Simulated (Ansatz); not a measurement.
VSi2 (P6_222), PBEsol, DFPT electron-phonon coupling, linearised Boltzmann equation (Ansatz, a quantum-chemistry and plane-wave program). Phonon-limited resistivity 59.0 μΩ·cm at 300 K along y (a = (4.52, 0.00, 0.00) Å; b = (-2.26, 3.92, 0.00) Å; c = (0.00, 0.00, 6.32) Å), 82.4 μΩ·cm at 400 K.

Problem. What temperature coefficient of resistance follows, and how does it compare with 1/T?

Solution. (ρ₄₀₀ − ρ₃₀₀)/(100 K × ρ₃₀₀) = 3.97×10⁻³ K⁻¹, against 1/T = 3.33×10⁻³ K⁻¹ for a resistivity proportional to T. It lies higher because phonons are still being populated at 300 K; impurities would add a constant and lower it.

Problem. What is the classical skin depth at 1 GHz (nonmagnetic, μ₀ = 1.257×10⁻⁶ H/m)?

Solution. δ = √(ρ/(π f μ₀)) = 12200 nm.

Problem. Estimate the electronic thermal conductivity at 300 K by the Wiedemann-Franz law (L₀ = 2.44×10⁻⁸ W·Ω/K²).

Solution. L₀T/ρ = 2.44×10⁻⁸ × 300/(59.0×10⁻⁸) = 12.4 W/(m·K). Inelastic scattering puts the true Lorenz number somewhat under L₀ near and below the Debye temperature.

A metal at this level (no band gap). Only scattering by harmonic phonons is included (no impurities, grain boundaries, electron-electron scattering or thermal expansion). Spin-orbit coupling is left out. The run warned that the eigensolver left some states short of its tolerance. Halving the electron mesh (24x24x16) moves the resistivity by up to 11 % at 300 K. Smearing 0.20 eV; phonons on a 4x4x2 q mesh, which this run doesn't test.

Treated as nonmagnetic (a ferromagnetic start lost its moment, other orders weren't tried): VSi2 (P6_222).
